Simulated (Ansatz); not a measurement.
Defect: O vacancy in polar orthorhombic HfO2, neutral cell. These are PBE, PAW (plane waves to 420 eV; Ansatz, an electronic-structure program) values and carry that method's errors.

96-site cell at the relaxed PBE lattice, the Γ point alone, smearing 0.01 eV, spin-restricted, no finite-size correction. Energies are static. Spin-orbit coupling is left out. The host's phase is taken as given; its stability against other phases was not computed. The charge state is imposed; whether it is stable for some Fermi level was not computed. Forms of the defect that were not tried may lie lower. The start lies 0.28 eV above the lowest site run (PBE).

Barriers: single points on a 2×2×2 k-point mesh shifted by half a step at the bands' geometries (they differ from the bands' own by up to 0.16 eV, and are uncertain by about as much).

The step: a nearby O atom hops onto the vacant site. Atoms about the jump, Cartesian Å from the middle of the jump, before and after:

```tsv
atom	x0	y0	z0	x1	y1	z1
O1	-0.36	-1.13	-0.28	0.36	1.13	0.28
Hf2	-1.40	0.17	1.02	-1.41	0.15	0.95
Hf3	0.91	0.17	-1.56	0.89	0.16	-1.54
O4	2.28	-0.83	-0.29	2.24	-0.87	-0.29
Hf5	1.25	-2.19	0.99	1.27	-2.23	1.01
O6	-0.14	-1.23	2.28	-0.14	-1.21	2.20
O7	-0.84	1.16	-2.30	-0.86	1.18	-2.31
O8	-2.24	1.85	0.28	-2.28	1.87	0.25
O9	-0.13	-1.22	-2.83	-0.14	-1.24	-2.76
O10	-0.86	1.17	2.82	-0.85	1.16	2.83
O11	-3.02	-0.84	-0.28	-2.99	-0.83	-0.28
O12	2.52	-0.84	2.26	2.52	-0.84	2.27
Hf13	-1.73	-2.20	-1.55	-1.71	-2.18	-1.54
O14	2.95	1.82	0.25	3.01	1.84	0.26
Hf15	1.23	2.85	0.99	1.25	2.86	0.99
Hf16	0.91	0.16	3.51	0.90	0.16	3.53
O17	1.79	1.86	-2.29	1.78	1.87	-2.27
```

Problem. Where do these atoms stand at the saddle point, and how high is it?

Solution. 
```tsv
atom	x	y	z
O1	0.10	-0.05	0.13
Hf2	-1.56	0.19	1.15
Hf3	1.01	0.20	-1.62
O4	2.38	-0.86	-0.34
Hf5	1.23	-2.11	0.98
O6	-0.23	-1.28	2.34
O7	-0.81	1.19	-2.31
O8	-2.26	1.89	0.25
O9	-0.14	-1.24	-2.69
O10	-0.87	1.15	2.88
O11	-2.98	-0.81	-0.25
O12	2.46	-0.79	2.25
Hf13	-1.74	-2.23	-1.54
O14	2.88	1.81	0.20
Hf15	1.27	2.99	1.01
Hf16	0.89	0.16	3.56
O17	1.84	1.89	-2.35
```
It lies 2.44 eV above the start and 2.72 eV above the end. The program found a first-order saddle point.
